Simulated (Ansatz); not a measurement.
## monolayer SnS: band-edge transport data

Consider the following.

```
CELL_PARAMETERS angstrom
      3.99838     0.00000     0.00000
      0.00000     4.22925     0.00000
      0.00000     0.00000    18.86692
ATOMIC_POSITIONS crystal
  Sn 0.75000 0.90475 0.57740
  Sn 0.25000 0.40475 0.42260
  S  0.25000 0.46985 0.55937
  S  0.75000 0.96985 0.44063
```

Level of theory: PBE, rigid bands (plane waves, PAW, scalar-relativistic; Ansatz, a quantum-chemistry and plane-wave program). Condition of this run: biaxial strain -2 %. How the cell was made: cell and atoms relaxed with PBE, then loaded as said.

- band gap = 1.32 eV
- electron conductivity mass (300 K, dilute) = 0.21 (x), 0.196 (y) mₑ
- hole conductivity mass (300 K, dilute) = 0.24 (x), 0.23 (y) mₑ
- effective density of states N_c (300 K) = 4.2e12 cm⁻²
- effective density of states N_v (300 K) = 4.8e12 cm⁻²
- Seebeck coefficient, n-type 1.9e12 cm⁻², 300 K = -246 μV/K
- Seebeck coefficient, p-type 1.9e12 cm⁻², 300 K = 251 μV/K

Rigid bands; masses and Seebeck coefficients take one relaxation time τ for all states and one kind of carrier; polarons and phonon drag are left out. Spin-orbit coupling is left out; where it splits the top of the valence band, N_v and the p-type Seebeck coefficient come out somewhat high without it.
